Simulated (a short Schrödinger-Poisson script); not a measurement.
Stack: gated In0.52Al0.48As/In0.53Ga0.47As modulation-doped gas in a quantum well, at 20 K.

```
layer        material  thickness (nm)  Nd (cm⁻³)  Na (cm⁻³)
-----  --------------  --------------  ---------  ---------
1      In0.52Al0.48As              15          -          -
2      In0.52Al0.48As              20     7.5e17          -
3      In0.52Al0.48As               5          -          -
4      In0.53Ga0.47As               8          -          -
5      In0.52Al0.48As            4000          -       9e14
```

The device is made up for the run: typed textbook-type constants, with dimensions and the other settings drawn at random. In0.52Al0.48As: permittivity 12.5, conduction-band edge (eV) 0.52, gap (eV) 1.45, electron mass (mₑ) 0.075, Nv at 300 K (cm⁻³) 1.1e19. In0.53Ga0.47As: permittivity 13.9, conduction-band edge (eV) 0, gap (eV) 0.74, Nv at 300 K (cm⁻³) 7.7e18.

Channel valleys (confinement mass, in-plane density-of-states mass, number): Γ 0.041, 0.041, 1. At the gate the conduction-band edge of layer 1 lies 0.65 eV − eVg above the Fermi level of the channel; the field vanishes at the back. Donor level 0.006 eV below the band edge. The barrier under the gate holds no holes. Gaps are held at their typed values at every temperature. Mesh 0.08 nm at interfaces.

Solved with a short Schrödinger-Poisson script written for these runs: 1D Poisson equation in equilibrium, electrons quantum, Hartree (BenDaniel-Duke, 40 states a valley, the channel's in-plane mass for all, wave functions free to enter the barrier), parabolic valleys, classical holes, donors ionised by Fermi statistics, acceptors fully, no traps, pinning or gate leakage.

The same stack at other levels of the model or other numerical settings:

```tsv
run	sheet density of all electrons at Vg = 0.4 V (cm⁻²)	sheet density of all electrons at Vg = -0.1 V (cm⁻²)	capacitance at Vg = 0.4 V (μF/cm²)	centroid of the channel electrons at Vg = 0.4 V (nm)	rough cost against the base
base	1.00e12	2.59e11	0.240	3.73	about 1
electrons treated as classical, Boltzmann	1.27e12	4.09e11	___	___	0.02
electrons treated as classical, Fermi-Dirac	1.04e12	3.21e11	0.237	3.47	0.09
electrons treated as quantum, Hartree plus LDA exchange-correlation	___	2.72e11	0.241	3.72	about 1
mesh six times as coarse	1.00e12	2.58e11	0.240	3.72	0.2
one subband a valley	1.00e12	2.59e11	0.240	3.73	0.2
```

Question: Complete the blanks.

Answer: 
- electrons treated as classical, Boltzmann, centroid of the channel electrons at Vg = 0.4 V (nm): 0.45
- electrons treated as classical, Boltzmann, capacitance at Vg = 0.4 V (μF/cm²): 0.275
- electrons treated as quantum, Hartree plus LDA exchange-correlation, sheet density of all electrons at Vg = 0.4 V (cm⁻²): 1.02e12

The classical rows ignore confinement, and Boltzmann statistics overrate the density once the band edge passes the Fermi level.
